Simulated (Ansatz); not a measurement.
Ansatz (a program for electronic structure) run on Fe₃Si (Fm-3m, 4 atoms in the cell): relaxation of cell and atoms.

Computed with PBEsol, default PAW files made with PBE (plane waves; Ansatz).

The change in words: atoms on their sites; basis.ecutwfc: 30.9 Ry → 18.4 Ry; relax: default → cell and atoms. Reference geometry:
```xyz
4
Lattice="0.0000 2.7996 2.7996 2.7996 0.0000 2.7996 2.7996 2.7996 0.0000" Properties=species:S:1:pos:R:3 pbc="T T T"
Fe     4.1994     4.1994     4.1994
Fe     1.3998     1.3998     1.3998
Fe     2.7996     2.7996     2.8496
Si     0.0000     0.0000     0.0000
```
Moments meant for the start (each program seeds them in its own way; μB, in the order of the atoms Fe Fe Fe Si): 4.0 4.0 4.0 0.0.

Reference input (self-consistent single point, DFT, PBEsol, plane waves, default PAW files made with PBE): basis.ecutwfc = 30.9 Ry; kpoints.mp_grid.grid = 6 6 6; hamiltonian.xc = pbesol; hamiltonian.pseudopotentials = {kind: paw} (the program's default PAW files); magnetization.spin_polarized = true; scf.occupations.method = gaussian; scf.occupations.width = 0.0073 Ry. This run's input differs from it in these lines:

Ansatz 0.2 input:
```diff
@@ -9,6 +9,6 @@
     - { symbol: Fe, position_ang: [1.39981350, 1.39981350, 1.39981350], spin: 4.0 }
-    - { symbol: Fe, position_ang: [2.79962700, 2.79962700, 2.84962834], spin: 4.0 }
+    - { symbol: Fe, position_ang: [2.79962700, 2.79962700, 2.79962700], spin: 4.0 }
     - { symbol: Si, position_ang: [0.00000000, 0.00000000, 0.00000000] }
 basis:
-  ecutwfc: 30.9 Ry
+  ecutwfc: 18.4 Ry
 kpoints:
@@ -22,2 +22,4 @@
   occupations: { method: gaussian, width: 0.0073 Ry }
+relax:
+  cell: {}
 output:
```

Output, abridged:

```
   [... SCF lines of the steps left out ...]
relax step   1: F+E_penalty+E_count = -13960.70817436 eV  Δ(F+E_penalty+E_count) = +0.000e0 eV  max|allowed force component| = 1.388e-17 eV/Å  Δτ_max = 0.0000 Å  P = +0.380 GPa  Ω = 43.886 Å³  (13 SCF iters, dr2 threshold 1.00e-7 eV, accepted)
relax step   2: F+E_penalty+E_count = -13960.65579704 eV  Δ(F+E_penalty+E_count) = +5.238e-2 eV  max|allowed force component| = 1.284e-16 eV/Å  Δτ_max = 0.0000 Å  P = -0.710 GPa  Ω = 43.931 Å³  energy of the carried Pulay correction = -5.233e-2 eV  [...]
   [... lines left out ...]
relax step 119: F+E_penalty+E_count = -13960.76817648 eV  Δ(F+E_penalty+E_count) = -1.158e-2 eV  max|allowed force component| = 1.064e-16 eV/Å  Δτ_max = 0.0000 Å  P = -0.002 GPa  Ω = 43.952 Å³  energy of the carried Pulay correction = +1.157e-2 eV  [...]
relax step 120: F+E_penalty+E_count = -13960.76817660 eV  Δ(F+E_penalty+E_count) = -1.195e-7 eV  max|allowed force component| = 1.342e-16 eV/Å  Δτ_max = 0.0000 Å  P = -0.318 GPa  Ω = 43.952 Å³  stress off target by 3.18e-1 GPa  SCF on the basis [...]
basis re-selected at this cell: Δ(F+E_penalty+E_count) = -1.195e-7 eV, ΔP = -0.316 GPa vs the last step
   [... lines left out ...]
Absolute magnetization: 5.6328 μB (∫|ρ↑−ρ↓|, with the PAW one-centre terms)
Free energy (F): -13960.768177 eV
Fermi energy:    17.973443 eV
Error: variable-cell relaxation did not converge after 120 `relax_step` rows, as none of its last 59 fresh-basis SCF(s) at a relaxed cell met both thresholds with a finite energy. The last misses `relax.cell.stress_tol`: largest allowed force component 1.34e-16 eV/Å (`relax.f_tol` 1.00e-2 eV/Å), stress off the target on the free part of the cell 3.18e-1 GPa (`relax.cell.stress_tol` 5.00e-2 GPa), F+E_penalty+E_count -13960.76817660 eV. The closest is row 110, whose structure comes with this error. Larger ratio of force or stress to its threshold at each such SCF whose figures are numbers: 9.900, 12.896, 7.032, 14.682, 4.611, 6.046, 7.939, 13.496, 6.196, 8.119, 13.264, 6.506, 8.524, [...]
   [... lines left out ...]
to start a new deck from the relaxed geometry:
  cell:  # Å, volume = 43.9669 Å³
    - [-1.2909606515944404e-33, 2.8013357793079723, 2.8013357793079723]
    - [2.8013357793079723, -1.135411722117032e-33, 2.8013357793079723]
    - [2.8013357793079723, 2.8013357793079723, -1.863990589377625e-34]
  atoms:
    - { symbol: Fe, position: [0.7499999999999999, 0.7499999999999999, 0.7499999999999999] }
    - { symbol: Fe, position: [0.24999999999999994, 0.24999999999999994, 0.24999999999999994] }
    - { symbol: Fe, position: [0.4999999999999999, 0.4999999999999999, 0.4999999999999999] }
    - { symbol: Si, position: [6.540608177422988e-36, -1.1623899013650514e-35, -1.3358683978271664e-35] }
```

The relaxation ended unconverged. 

The starting cell comes from a database of computed structures (which also holds hypothetical and non-ambient phases and stackings), without a prior relaxation at this level. Its lattice was rescaled by up to half a per cent. The cutoff lies below the one recommended for these files.

Cost on one core of a shared machine: roughly 4 min.
